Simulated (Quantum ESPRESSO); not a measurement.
# How a calculation on KBr (Fm-3m, 2 atoms in the cell) responds to its settings

```xyz
2
Lattice="0.0000 3.3163 3.3163 3.3163 0.0000 3.3163 3.3163 3.3163 0.0000" Properties=species:S:1:pos:R:3 pbc="T T T"
K      0.0000     0.0000     0.0000
Br     3.3163     3.3163     3.3163
```

Base run A: PBE, PSlibrary PAW (PBE) pseudopotentials (Quantum ESPRESSO), self-consistent single point.

Its settings: ecutwfc = 55 Ry; ecutrho = 385 Ry; occupations = smearing; smearing = gaussian; degauss = 0.000734986 Ry; potentials = {K: K.pbe-spn-kjpaw_psl.1.0.0.UPF, Br: Br.pbe-n-kjpaw_psl.1.0.0.UPF}; K_POINTS = automatic 5 5 5 0 0 0; conv_thr = 1e-10 Ry; mixing_beta = 0.7.

The starting cell comes from a database of computed structures (which also holds hypothetical and non-ambient phases and stackings), without a prior relaxation at this level. Its lattice was rescaled by a random factor within 2.5 % of one.

ΔF is the free energy per atom less that of run A. 

Run A gave: pressure (GPa) 0.42; gap on the mesh (eV) 4.396.

Runs:
- B: lattice scaled by 0.97
- C: lattice scaled by 0.97; ecutwfc: 55 Ry → 33 Ry; ecutrho: 385 Ry → 231 Ry
- D: lattice scaled by 0.985
- E: lattice scaled by 0.985; ecutwfc: 55 Ry → 33 Ry; ecutrho: 385 Ry → 231 Ry
- F: lattice scaled by 1.015
- G: lattice scaled by 1.015; ecutwfc: 55 Ry → 33 Ry; ecutrho: 385 Ry → 231 Ry
- H: lattice scaled by 1.03
- I: lattice scaled by 1.03; ecutwfc: 55 Ry → 33 Ry; ecutrho: 385 Ry → 231 Ry
- J: ecutwfc: 55 Ry → 33 Ry; ecutrho: 385 Ry → 231 Ry

Problem. What does run I change against A?

Solution. The free energy goes up by 20.2 meV/atom, the pressure goes from 0.42 to -0.86 GPa and the gap on the mesh goes from 4.396 to 4.174 eV.

Problem. What does run G change against A?

Solution. The free energy rises by 15.7 meV/atom, the pressure goes from 0.42 to -0.36 GPa and the gap on the mesh goes from 4.396 to 4.281 eV.

Problem. What does run B change against A?

Solution. The free energy goes up by 25.6 meV/atom, the pressure goes from 0.42 to 2.19 GPa and the gap on the mesh goes from 4.396 to 4.651 eV.

```tsv
run	ΔF (meV/atom)	pressure (GPa)	gap on the mesh (eV)
A	0.00	0.42	4.396
B	25.6	2.19	4.651
C	42.9	2.02	4.651
D	8.6	1.21	4.519
E	25.9	1.04	4.519
F	-1.53	-0.21	4.281
G	15.7	-0.36	4.281
H	2.9	-0.71	4.174
I	20.2	-0.86	4.174
J	17.3	0.26	4.396
```
